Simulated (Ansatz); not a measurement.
Functionals compared on a constructed model of the (100) surface of fcc Rh, a pseudomorphic layer of Ir in the host's stacking (bottom of the slab: a bare face, its two planes held), in Ansatz (plane waves, PAW). The structure was relaxed with PBE; the other rows are single points on it. Cutoff 420 eV (500 eV for r2SCAN).

Slab: 7 atoms, 11.8 Å thick at the start; k 14x14x1, smearing 0.1 eV, dipole-corrected; 2 atoms held, the rest relaxed; symmetry of the start imposed; no spin, no spin-orbit, no U. It is one candidate, not shown to be the stable structure of the face. These notes are the PBE run's.

```tsv
functional	work function of the top face (eV)	rough cost of the single point
PBE	5.56	–
RPBE	[?]	roughly 50 core-seconds
r2SCAN	5.65	about 70 core-seconds (a rough figure)
```

Problem. What belongs in the gaps?

Solution. 
- RPBE, work function of the top face (eV): 5.41

Ansatz is a first-principles code.
